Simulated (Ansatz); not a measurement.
The starting structures come from a database of crystals and need not be the phases stable at ambient conditions.

Here is the system:

```
CsHO4S
1.0
    7.17582    -0.03369     0.03633
   -1.00903     8.01853     0.03515
    1.00903    -3.69064     3.97905
Cs H S O
2 2 2 8
Cartesian
  2.03902   1.04020   1.04858
  5.13680   3.25399   3.00194
 -0.50452   4.00926   0.01757
  0.50452  -1.84532   1.98952
  1.27184   4.92639   1.19885
  5.90398  -0.63220   2.85167
  6.72074   0.57597   3.35705
  0.45508   3.71822   0.69347
  0.45508   5.52108   2.36566
  6.72074  -1.22689   1.68487
  2.52853   4.42589   1.73846
  4.64729  -0.13170   2.31206
  5.80024  -1.62746   3.92471
  1.37558   5.92165   0.12581
```

Space group of this cell: P2_1/m. The cell was relaxed by PBE-D3(BJ); by r2SCAN its mean pressure is -2.3 GPa.

Transport runs along the normal of the first two printed cell vectors.

The gap is the functional's own. No spin-orbit coupling. Mid-gap values are interpolated on the energy grid.

Q: Estimate the band gap and the smallest decay constant κ at mid-gap that r2SCAN (Ansatz, a program for electronic structure) returns for this system.

A: Gap 6.38 eV on a 4×8×8 mesh; κ = 0.506 1/Å, at the zone centre.
